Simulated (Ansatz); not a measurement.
Start from SnO$_{2}$ in the rutile structure (space group P4_2/mnm, No. 136; a = 4.828 Å, c = 3.238 Å).

(Cell as relaxed with PBE.)

Levels (all Ansatz, a first-principles code, PAW): PBE (420 eV, no spin-orbit coupling); r2SCAN (500 eV, without spin-orbit coupling).

Each level relaxes its own structure.

| base | PBE | r2SCAN |
|---|---|---|
| volume per atom | 12.58 Å³ | 12.09 Å³ |
| lattice parameter a | 4.828 Å | 4.760 Å |

One thing is altered: full substitution Sn → Si; the structure is relaxed again.

```tsv
quantity	PBE	r2SCAN
c/a ratio	0.635	?
volume per atom	8.05 Å³	?
```

Problem. Given the PBE results, estimate those of r2SCAN.

Solution. 
- c/a ratio, r2SCAN: 0.638
- volume per atom, r2SCAN: 7.79 Å³

PBE's c/a ratio lies 0.003 below r2SCAN's; PBE's volume per atom lies 0.26 Å³ above r2SCAN's (3.3 %). Neither level is exact; r2SCAN is the comparison here, not a measurement.

Stability against distortions was not tested.
